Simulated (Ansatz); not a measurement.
**Response to strain in Rh**

Start from Rh in the fcc (Cu type) structure (space group Fm-3m, No. 225; relaxed with 0.1 eV smearing).

```yaml
crystal:
  lattice:
    - [0.00000, 1.91600, 1.91600]
    - [1.91600, 0.00000, 1.91600]
    - [1.91600, 1.91600, 0.00000]
  atoms:
    - { symbol: Rh, position: [0.00000, 0.00000, 0.00000] }
```

Strains are applied to the cell and any free atomic positions relax.

Calculations: DFT with PBE, PAW potentials and a 420 eV plane-wave cutoff in Ansatz (a quantum-chemistry and plane-wave program), no SOC.

Notes on the quantities. energy relative to the base: free energy F.

| variant | pressure | energy relative to the base | volume per atom |
|---|---|---|---|
| base | 0.0 GPa | 0 meV/atom | 14.07 Å³ |
| isotropic strain −3.00 % | 29.5 GPa | +103 meV/atom | 12.84 Å³ |
| isotropic strain −2.00 % | 18.1 GPa | +44 meV/atom | 13.24 Å³ |
| isotropic strain −1.50 % | 13.0 GPa | +24 meV/atom | 13.44 Å³ |
| isotropic strain −1.00 % | 8.3 GPa | +10 meV/atom | 13.65 Å³ |
| isotropic strain +0.50 % | -3.7 GPa | +2.5 meV/atom | 14.28 Å³ |
| isotropic strain +1.00 % | -7.0 GPa | +9.6 meV/atom | 14.49 Å³ |
| isotropic strain +1.50 % | -10.1 GPa | +21 meV/atom | 14.71 Å³ |
| isotropic strain +2.00 % | -12.9 GPa | +37 meV/atom | 14.93 Å³ |
| isotropic strain +3.00 % | -17.9 GPa | +80 meV/atom | 15.37 Å³ |

No phonon test of stability was made. The final runs are not spin-polarised. Rh lies near a magnetic instability that expansion can trigger; it was not tested.
